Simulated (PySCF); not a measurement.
PySCF 2.14.0, CCSD (frozen core)/cc-pvdz: F[Si@@H](Cl)CC[SiH3], 14 atoms. The geometry is a generated start, not checked to be a minimum at this level.

```
Item                                                  Result
-------------------------------  ---------------------------
task                                                    ccsd
basis                                                cc-pvdz
two-electron scheme              exact four-centre integrals
frozen core                                             true
mf.init_guess                                minao (default)
mf.DIIS                                      CDIIS (default)
mf.diis_space                                    8 (default)
mf.conv_tol                                  1e-09 (default)
basis functions (reference run)                          136
```

On 4 threads, 1 BLAS thread. Build: conda-forge: OpenMP (GNU), OpenBLAS with its own threads, libcint, Libxc. One run each, on a shared machine, so no times are given.

Values of mol.max_memory tried: 8000 MB, 4000 MB, 2000 MB, 1000 MB, 500 MB, 300 MB, 200 MB.

Problem. How low can the memory setting go, and what changes on the way?

Solution. It runs down to 200 MB, the lowest tried, with the same result. At 8000 MB: SCF integrals in memory, transformation in memory. From 2000 MB down: SCF integrals in memory, transformation through a file. From 300 MB down: direct SCF, transformation through a file.

```
mol.max_memory                                                    path  peak memory
--------------  ------------------------------------------------------  -----------
8000 MB              SCF integrals in memory, transformation in memory      1.6 GiB
4000 MB              SCF integrals in memory, transformation in memory      1.7 GiB
2000 MB         SCF integrals in memory, transformation through a file      1.9 GiB
1000 MB         SCF integrals in memory, transformation through a file      1.8 GiB
500 MB          SCF integrals in memory, transformation through a file      1.9 GiB
300 MB                       direct SCF, transformation through a file      1.6 GiB
200 MB                       direct SCF, transformation through a file      1.6 GiB
```

Peak memory is the kernel's count for the largest process, libraries included and scratch files not. The peak passes the setting at 2000 MB, 1000 MB, 500 MB, 300 MB, 200 MB: it is no hard cap.
